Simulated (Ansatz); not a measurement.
The cell is made up: elements placed on another compound's structure type, so the phase may be hypothetical.

By r2SCAN, the system below comes out a metal.

A figure of merit of an interconnect metal is its ballistic conductance per area.

Given:

```
CELL_PARAMETERS angstrom
      2.85920     0.00000     0.00003
      0.00000    13.37490     0.00000
      1.42957     0.00000     2.47615
ATOMIC_POSITIONS crystal
  Al 0.66667 0.75000 0.66667
  Al 0.33333 0.25000 0.33333
  Ru 0.33333 0.59655 0.33333
  Ru 0.66667 0.40345 0.66667
  Ru 0.66667 0.09655 0.66667
  Ru 0.33333 0.90345 0.33333
  C  0.00000 0.50000 0.00000
  C  0.00000 0.00000 0.00000
```

Space group of this cell: P6_3/mmc. The cell was relaxed by PBE-D3(BJ); by r2SCAN its mean pressure is 2.5 GPa.

The current flows along the normal of the first two printed cell vectors. No spin-orbit coupling; the value is a mean over 0.1 eV about the Fermi level.

### Question
Give the ballistic conductance per area that r2SCAN in Ansatz (a first-principles code) yields.

### Answer
1.1 × 10¹⁵ S/m² for both spins.
